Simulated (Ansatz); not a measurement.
## Re: pressure series

Take Re in the hcp (Mg type) structure (space group P6_3/mmc, No. 194; a = 2.775 Å, c = 4.483 Å) as the base.

Cell and atoms are relaxed at each pressure.

Calculations: plane-wave PAW DFT at the PBE level (Ansatz, an electronic-structure program, 420 eV), without spin-orbit coupling.

```csv
pressure (GPa),volume per atom (Å³/atom)
-2,15.034
-1,14.992
0,14.950
3,?
15,14.394
30,13.932
50,13.417
75,12.884
100,12.439
```

Q: Fit the third-order Birch–Murnaghan form P(V) = (3B₀/2)[(V₀/V)^(7/3) − (V₀/V)^(5/3)]·[1 + (3/4)(B₀′ − 4)((V₀/V)^(2/3) − 1)] (squares taken in P) to the rows shown and predict the withheld row.

A: Least squares on the printed values gives V₀ = 14.950 Å³/atom, B₀ = 366 GPa, B₀′ = 4.3; this predicts 14.830 Å³/atom, and the run gives 14.829 Å³/atom, in agreement.

Load acts through the strain it causes; cell and atoms are relaxed under it. Stability against distortions was not tested. Competing high-pressure phases were not computed. The final runs are not spin-polarised.
